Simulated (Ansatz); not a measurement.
Cell and atoms of amorphous Ti2Si24O52:

```xyz
78
Lattice="10.3889 0.0000 0.0000 0.0000 10.3889 0.0000 0.0000 0.0000 10.3889" Properties=species:S:1:pos:R:3 pbc="T T T"
Ti     3.8666     5.7399     7.7914
Ti     1.6869     9.1759     3.5179
Si     6.0892     3.2585     8.0852
Si     9.1973    10.1518     2.4218
Si     8.9116     8.0414     6.1610
Si     0.7463     9.9518    10.3503
Si     4.9382     3.9936     3.1578
Si     1.8518     3.7570     3.6227
Si     4.8698     7.6835    10.3280
Si     2.3714     1.4213     1.5031
Si     9.0938     3.3892     8.9816
Si     2.6454     1.0692     6.4886
Si     2.1257     7.4653     0.9323
Si     8.0420     2.3327     1.3175
Si     0.9097     5.6739     9.2907
Si     7.6167     5.0877     2.9321
Si     7.7761     7.7544     1.2749
Si     0.3708     2.8318     6.3674
Si     5.5047     1.7720     5.3643
Si     6.1696     9.2879     5.6173
Si     9.5105     8.0769     8.9732
Si     3.7107     7.6004     5.6447
Si    10.3728     0.1992     5.3905
Si     4.3252     9.3572     7.9702
Si     5.1903     2.3532     0.6037
Si     9.9964     5.3248     4.8497
O      5.0018     8.3422     4.9745
O      6.2614     7.7850     0.7415
O      1.4422     1.0211     0.1872
O      1.8467     8.7482    10.3405
O      8.7694     7.7337    10.3772
O      9.8211     9.3901     6.2939
O      8.5311     4.9091     4.2571
O      8.8866     2.4342    10.3211
O      3.8842     1.4444     0.9132
O      6.2649     0.3732     4.9178
O      6.5799     1.6390     1.0855
O      2.4562     8.1448     4.7864
O      8.0025     9.0715     2.2605
O      6.0280     5.2110     3.3308
O     10.3102     4.4353     6.1715
O      4.6158     9.1122     9.5418
O      3.6074     8.0231     7.2747
O      3.7414     7.3996     1.0900
O     10.0436     4.6550     9.4525
O      1.7203     2.1849     7.1849
O      5.0360     4.4015     7.6148
O      1.4765     6.0765     0.3998
O      0.7797     5.0528     3.6926
O      5.5651     2.7786     4.0838
O      7.8949     3.8050     1.9669
O      3.7672     6.0159     5.9109
O      8.7912     1.3164     2.3777
O      0.3535     7.0679     8.6457
O      5.3507     2.5682     9.3846
O      3.2648     0.1698     7.7215
O      7.5448     8.4494     5.3747
O      9.8173     2.6204     7.7990
O      2.4064     0.1584     2.6050
O      8.4850     7.8063     7.7266
O      1.4828     7.8103     2.3962
O     10.2895     9.7502     1.3338
O      8.0790     6.4399     2.1595
O      2.2087     5.2135     8.3992
O      9.7849     1.6568     5.5659
O      3.4034     4.3389     3.5815
O      7.5536     3.8395     8.5295
O      9.7761     6.8981     5.3693
O      6.2002     2.2791     6.7625
O     10.1140     9.6251     9.1108
O      4.7781     6.5124     9.2126
O      3.9185     1.4642     5.5743
O     10.1576     9.9436     3.8200
O      1.6333     0.1405     5.4894
O      1.4650     2.8778     4.9011
O      4.9695     3.6802     1.5378
O      1.8071     2.7703     2.2456
O      5.7605     9.5473     7.1934
```

The numbers are results of PBE, scalar-relativistic without spin-orbit coupling (plane waves to 420 eV, PAW; Ansatz, an electronic-structure program), not measurements.

A CHGNet melt-quench gave the starting glass, which DFT then relaxed. O atoms were pushed apart under 1.9 Å during the dynamics, to hinder bonds among them. The hot cell started wider than the set density and was brought back towards it in steps. It is the lowest in DFT energy of 2 quenches. It is a model cell: composition and starting density were chosen by hand, and all elements were melted together. No dispersion term was used. Its density started from a set value of 2.38 and ended at 2.37 g/cm³. The quench (nominally 340 K/ps over its main leg) was far faster than any real one, so the model tends to hold more defects than a real film. Values belong to this one cell and scatter from quench to quench. The volume was free in the relaxation, at fixed shape. Stress components on the final sampling reach 0.8 GPa.

Bonds are counted up to Ti-Ti 3.12 Å, Ti-Si 2.78 Å, Ti-O 2.49 Å, Si-Si 2.60 Å, Si-O 1.96 Å, O-O 1.58 Å. Two cations that share two anions don't count as bonded, nor two that share one unless they lie closer than Ti-Ti 3.04 Å, Ti-Si 2.71 Å, Si-Si 2.38 Å.

### Question
Give the coordination numbers, mean bond lengths and angles.

### Answer

```yaml
Mean coordination of Ti by anions: 5.00 (2 with 5)
Mean coordination of Si by anions: 4.04 (23 with 4, 1 with 5)
Mean coordination of O: 2.06 (49 with 2, 3 with 3)
Mean Si-O bond: 1.642 Å (spread 0.034 Å, 97 counted)
Mean Ti-O bond: 1.961 Å (spread 0.224 Å, 10 counted)
Bond angle at Ti: mean 104.9°, spread 23.6°
Bond angle at Si: mean 109.3°, spread 8.3°
Bond angle at O: mean 136.3°, spread 16.5°
```

### Question
Which atoms depart from the most common coordination of their element?

### Answer
Si18 has 5 (O41 1.68 Å, O46 1.71 Å, O65 1.72 Å, O58 1.73 Å, O75 1.83 Å); O43 has 3 (Si24 1.67 Å, Si22 1.69 Å, Ti1 2.36 Å); O73 has 3 (Si4 1.71 Å, Si23 1.71 Å, Ti2 2.09 Å); O74 has 3 (Si23 1.65 Å, Si12 1.70 Å, Ti2 2.39 Å).

### Question
List the pairs of like atoms that count as bonded by the rules above.

### Answer
There are none by these rules.
